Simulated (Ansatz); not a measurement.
## A computed series for InP: response to strain

Base system: InP in the zinc blende structure (space group F-43m, No. 216).

```
InP
1.0
    0.00000     2.97976     2.97976
    2.97976     0.00000     2.97976
    2.97976     2.97976     0.00000
In P
1 1
Direct
  0.00000   0.00000   0.00000
  0.25000   0.25000   0.25000
```

Strains are applied to the cell and any free atomic positions relax.

Method: PBE/PAW in Ansatz (a program for electronic structure), no spin-orbit coupling.

Candidates:
(a) isotropic strain −1.50 %
(b) isotropic strain −2.00 %
(c) isotropic strain +2.50 %
(d) isotropic strain −3.00 %
(e) isotropic strain −2.50 %

Notes on the quantities. energy relative to the base: free energy F.

Task: Order them by energy relative to the base, lowest first.

Result: (a) isotropic strain −1.50 % (+10 meV/atom), (b) isotropic strain −2.00 % (+19 meV/atom), (c) isotropic strain +2.50 % (+25 meV/atom), (e) isotropic strain −2.50 % (+30 meV/atom), (d) isotropic strain −3.00 % (+44 meV/atom)

Stability against distortions was not tested. All final runs are without spin polarisation.
